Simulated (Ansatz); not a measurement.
## What biaxial strain +1.80 %, plane normal [001], relaxed out of plane does to LiH

Start from LiH in the rock salt structure (space group Fm-3m, No. 225; a = 4.005 Å). Axes: x, y, z lie along the cube axes.

Perturbation: biaxial strain +1.80 %, plane normal [001], relaxed out of plane (Cartesian); in-plane vectors clamped, the third vector and the atoms free.

Method: r2SCAN (Ansatz, a first-principles code; PAW; 500 eV plane waves; scalar-relativistic without spin-orbit coupling). Γ-centred 14×14×14 mesh, Fermi–Dirac width 0.05 eV.

The volume per atom grows by 0.25 Å³, from 8.03 Å³ to 8.28 Å³ and the shortest interatomic distance decreases by 0.011 Å to 1.992 Å. The energy rises by 1.4 meV/atom and the pressure (mean of the normal stresses, compression positive) goes from zero to -1.00 GPa. The band gap drops by 0.21 eV, from 3.63 eV to 3.42 eV and the gap character is indirect, M → X. The electron mass is still 0.13 mₑ along k, 0.98 mₑ across (at X) and the out-of-plane strain amounts to -0.55 %. The ratio −ε⊥/ε∥ amounts to 0.31 and the mean in-plane stress (compression positive) is -1.5 GPa.

Cost of the whole job for the changed cell (relaxation, final SCF and bands): around 11 core-seconds (rough).

Masses are band curvatures over ±0.01 Å⁻¹ around the edge. Along k means along the line from Γ to the band edge. Whether these cells are dynamically stable was not tested. Labels are those of the standard path for the cell's own space group.
